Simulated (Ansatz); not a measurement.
Ni under a change: Ni → Pt

Consider Ni in the fcc (Cu type) structure (space group Fm-3m, No. 225; a = 3.463 Å; ferromagnetic).

One thing is altered: Pt takes the place of Ni on all its sites, then cell and atoms are relaxed.

Level of theory: PBEsol, PAW, 420 eV (Ansatz, a quantum-chemistry and plane-wave program; without spin-orbit coupling). k-mesh 20×20×20 (Γ-centred); smearing 0.05 eV (Fermi–Dirac), for the changed cell.

| quantity | base | changed | shift |
|---|---|---|---|
| volume per atom | 10.38 Å³ | 15.04 Å³ | +4.66 Å³ |
| density | 9.39 g/cm³ | 21.54 g/cm³ | +12.15 g/cm³ |
| lattice parameter a | 6.544 bohr | 7.404 bohr | +0.8608 bohr |
| space group | Fm-3m (No. 225) | Fm-3m (No. 225) | – |
| shortest interatomic distance | 4.627 bohr | 5.236 bohr | +0.609 bohr |
| band gap | zero | zero | – |

Final structure:

```
CELL_PARAMETERS angstrom
      0.00000     1.95913     1.95913
      1.95913     0.00000     1.95913
      1.95913     1.95913     0.00000
ATOMIC_POSITIONS crystal
  Pt 0.00000 0.00000 0.00000
```

Cost of the whole job for the changed cell (relaxation, final SCF and bands): very roughly 30 core-seconds.

The magnetic state is the one reached from the starting moments; the real material's order can differ, and small cells can't hold many antiferromagnetic ones. Whether these cells are dynamically stable was not tested. Spin-polarised in the final run: base; the other runs are not. Pt lies near a magnetic instability that expansion can trigger; it was not tested.
